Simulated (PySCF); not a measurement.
PySCF 2.14.0, B3LYP/def2-svp, df: Nb(Cl)3(Me)2 ([CH3][Nb]([CH3])([Cl])([Cl])[Cl]), 12 atoms. The geometry is a generated start, not checked to be a minimum at this level.

```yaml
task: energy
method: b3lyp
basis: def2-svp
two_electron_scheme: density fitting
mol.max_memory: 3000 MB
mf.max_cycle: 100
mf.init_guess: minao (default)
mf.DIIS: CDIIS (default)
mf.diis_space: 8 (default)
mf.conv_tol: 1e-09 (default)
mf.grids.level: 3 (default)
effective_core_potentials: those of the basis set, past Kr
basis_functions: 143
grid_points: 166168
```

```xyz
12

Nb     0.0913     0.7558     0.1150
Cl     1.7405     0.1024     1.4607
Cl    -1.6196     0.9201    -1.3128
Cl     0.3614     2.9901     0.4438
C      1.2106    -0.3826    -1.5446
H      0.5378    -0.7255    -2.3345
H      1.7392    -1.2523    -1.1429
H      1.9565     0.2771    -2.0024
C     -1.3169    -0.5181     1.4145
H     -0.7760    -1.1824     2.0933
H     -1.9766    -1.1266     0.7890
H     -1.9483     0.1419     2.0208
```

Charge 0 and multiplicity 1 are set for this test and not shown to be the ground state.

One run each on 2 threads, 1 BLAS thread. Values of level_shift (Hartree) tried: 0 (default), 0.1, 0.3, 1.

Q: How does the count of Fock builds change with level_shift (Hartree), and where is it least?

A: Fewest Fock builds, within one of each other: 0 (default) with 14, 0.1 with 15. The count rises to 45 at 1. All converge to one solution.

| level_shift (Hartree) | Fock builds | end |
|---|---|---|
| 0 (default) | 14 | same solution |
| 0.1 | 15 | same solution |
| 0.3 | 20 | same solution |
| 1 | 45 | same solution |
